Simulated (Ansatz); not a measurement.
**How the band gap of ScBeNO (model structure, started from the AlSiCN type, P3m1, No. 156, 4 atoms in the cell) moves with the method**

No measured value is used here.

```
level (code)          value (eV)
---------------  ---------------
LDA (Ansatz)                   ?
PBE (Ansatz)     3.12 (indirect)
PBEsol (Ansatz)  3.03 (indirect)
r²SCAN (Ansatz)                ?
HSE06 (Ansatz)   4.38 (indirect)
PBE0 (Ansatz)    5.09 (indirect)
```

Problem. Some entries are withheld; supply them.

Solution. 
- LDA (Ansatz, a first-principles code), value (eV): 3.07 (indirect)
- r²SCAN (Ansatz), value (eV): 3.65 (indirect)

Computed values are for a static lattice.  HSE06, PBE0: the gap is read on the k mesh or supercell of the run alone and can be too large. Values are at the PBE-D3(BJ) cell. Cutoffs and k meshes differ between the levels. Ansatz's density-functional and Hartree–Fock values are scalar-relativistic unless marked +SOC, with PAW data made under PBE.

A model structure was made by putting elements into a prototype or built by hand; it is no filed structure, need not be a known phase, and can be a saddle point held by its symmetry.
